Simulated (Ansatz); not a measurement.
Base system: BaZrO$_{3}$ in the cubic perovskite structure (space group Pm-3m, No. 221; a = 4.227 Å).

All numbers come from PBE (Ansatz, a first-principles code; PAW; 420 eV plane waves; no spin-orbit coupling).

Strains are applied to the cell and any free atomic positions relax.

One change was made to it. Results:

```tsv
quantity	base	after
smallest direct gap	3.40 eV	3.48 eV
band gap	3.18 eV	3.35 eV
electron mass (degenerate bands, along [100])	0.36, 0.36, 2.8 mₑ (at Γ)	0.34, 0.34, 2.6 mₑ (at Γ)
```

Q: Which change produced these results?
A) isotropic strain −1.20 %
B) isotropic strain −2.40 %
C) isotropic strain −1.80 %
D) isotropic strain −0.60 %

A: B, isotropic strain −2.40 %. For comparison, the band gap in the other runs: isotropic strain −0.60 % gives 3.22 eV; isotropic strain −1.20 % gives 3.26 eV; isotropic strain −1.80 % gives 3.31 eV.

Masses are band curvatures over ±0.01 Å⁻¹ around the edge. Semilocal Kohn–Sham gaps tend to fall short of experiment. Whether these cells are dynamically stable was not tested.
